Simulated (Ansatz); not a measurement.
Cell and atoms of amorphous Ti₂₀O₄₁Cu₂:

```xyz
63
Lattice="9.1427 -0.1746 0.1190 -0.1746 9.2573 0.1804 0.1190 0.1804 9.1286" Properties=species:S:1:pos:R:3 pbc="T T T"
Ti     0.5298     6.3117     3.7363
Ti     8.8511     2.9030     7.4371
Ti     2.9121     5.7834     8.0048
Ti     7.6035     8.9697     7.9671
Ti     5.3898     8.8312     3.4919
Ti     3.3783     1.7436     3.3819
Ti     6.6636     6.1703     5.2314
Ti     2.2715     9.1119     8.4731
Ti     3.2424     7.6404     5.2024
Ti     4.3550     4.1490     5.7548
Ti     0.1674     7.1207     6.5761
Ti     0.3083     2.8457     3.8677
Ti     2.6603     3.0573     9.0243
Ti     5.4998     1.7267     8.2710
Ti     7.0843     1.9308     2.2867
Ti     8.8526     9.0184     1.9736
Ti     4.9592     7.3823     0.2998
Ti     6.2494     5.2865     2.4458
Ti     2.8201     4.6467     2.5249
Ti     6.3361     4.9050     8.5085
O      6.9381     3.7640     1.8829
O      3.0279     8.6329     6.6307
O      0.4576     3.2818     5.7193
O      3.4281     5.9145     6.0649
O      3.6310     1.3551     8.5301
O      8.9515     1.6962     2.1286
O      6.4903     6.1211     0.6750
O      2.4626     6.1823     3.4788
O      5.3005     1.5317     3.2581
O      8.0739     4.3537     8.1424
O      6.3024     1.3533     0.7229
O      1.2331     7.5606     5.1234
O      5.3614     7.6295     4.9458
O      3.0785     3.9673     7.4134
O      1.1494     6.3880     7.8470
O      7.4507     7.4544     6.8586
O      7.4838     1.5526     7.3455
O      5.2770     3.4844     8.8383
O      2.3250     4.6504     0.5578
O      3.3810     3.5085     4.1927
O      5.6413     8.9173     8.2947
O      7.3350    -0.0520     2.9156
O      0.3768     7.7164     2.6434
O      1.0254     2.5787     8.4826
O      3.4395     9.0630     3.9152
O      7.6730     2.4569     4.1495
O      4.7242     6.0528     8.3581
O      7.8882     8.4443     0.5172
O      0.4327     9.0390     7.3847
O      1.4133     0.1118     0.6203
O      4.4288     5.1040     2.0165
O      8.6059     5.6772     5.4952
O      3.1606     7.6787     9.1590
O      1.5928     1.4490     4.0353
O      5.5665     4.9409     4.3115
O      7.4554     6.2719     3.4752
O      0.7239     4.4647     3.0677
O      4.9942     7.8309     2.0566
O      4.8992     2.4650     6.4200
O      6.0399     4.9673     6.6007
O      2.9037     2.5161     1.8222
Cu     1.1523     0.5530     5.5748
Cu     6.3273     2.3655     5.3263
```

Method: PBE, scalar-relativistic without spin-orbit coupling (plane waves to 420 eV, PAW; Ansatz, an electronic-structure program).

Preparation: random packing, a CHGNet melt and quench, and a DFT relaxation. O atoms were pushed apart under 1.9 Å during the dynamics, to hinder bonds among them. The hot cell started wider than the set density and was brought back towards it in steps. It is the lowest in DFT energy of 2 quenches. It is a model cell: composition and starting density were chosen by hand, and all elements were melted together. No dispersion term was used. Its density started from a set value of 3.74 and ended at 3.74 g/cm³. The quench (nominally 240 K/ps over its main leg) was far faster than any real one, so the model tends to hold more defects than a real film. One small periodic cell is one sample of the glass; other quenches scatter about these values. The volume was held where the preparation left it and the shape relaxed, at a PBE pressure of 3.5 GPa. Stress components on the final sampling reach 3.6 GPa.

Bonds are counted up to Ti-Ti 3.12 Å, Ti-O 2.46 Å, Ti-Cu 3.01 Å, O-O 1.58 Å, O-Cu 2.38 Å, Cu-Cu 2.90 Å. Two cations that share two anions don't count as bonded, nor two that share one unless they lie closer than Ti-Ti 3.04 Å, Ti-Cu 2.93 Å, Cu-Cu 2.82 Å.

**Question.** Give the coordination numbers, mean bond lengths and angles.

**Answer.** 
Mean coordination of Ti by anions: 5.35 (1 with 4, 11 with 5, 8 with 6); 1 close contacts or bonds to cations besides
Mean coordination of O: 2.73 (13 with 2, 26 with 3, 2 with 4)
Mean coordination of Cu by anions: 2.50 (1 with 2, 1 with 3); 1 close contacts or bonds to cations besides
Mean Ti-O bond: 1.948 Å (spread 0.125 Å, 107 counted)
Mean O-Cu bond: 1.932 Å (spread 0.212 Å, 5 counted)
Bond angle at Ti: mean 105.0°, spread 27.3°
Bond angle at O: mean 118.5°, spread 20.3°
Bond angle at Cu: mean 117.6°, spread 46.9°

**Question.** List the pairs of like atoms that count as bonded by the rules above.

**Answer.** There are none by these rules.
